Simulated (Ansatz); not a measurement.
# hypothetical diamond Mg with two functionals

The parent structure is Mg in the diamond structure (space group Fd-3m, No. 227; a = 6.871 Å; a hypothetical phase, not in the database extracts checked).

(Cell as relaxed with PBE.)

Levels (all Ansatz, an electronic-structure program, PAW): PBE (420 eV, scalar-relativistic without spin-orbit coupling); PBEsol (420 eV, scalar-relativistic without spin-orbit coupling).

Each level relaxes its own structure.

```
quantity                  PBE  PBEsol
-------------------  --------  ------
volume per atom      40.55 Å³     [?]
lattice parameter a   6.871 Å     [?]
band gap                 zero     [?]
```

### Question
Given the PBE results, estimate those of PBEsol.

### Answer

- volume per atom, PBEsol: 39.01 Å³
- lattice parameter a, PBEsol: 6.783 Å
- band gap, PBEsol: zero

PBE's volume per atom lies 1.54 Å³ above PBEsol's (4.0 %); PBE's lattice parameter a lies 0.088 Å above PBEsol's (1.3 %); the two agree on the band gap. Neither level is exact; PBEsol is the comparison here, not a measurement.

No phonon test of stability was made.
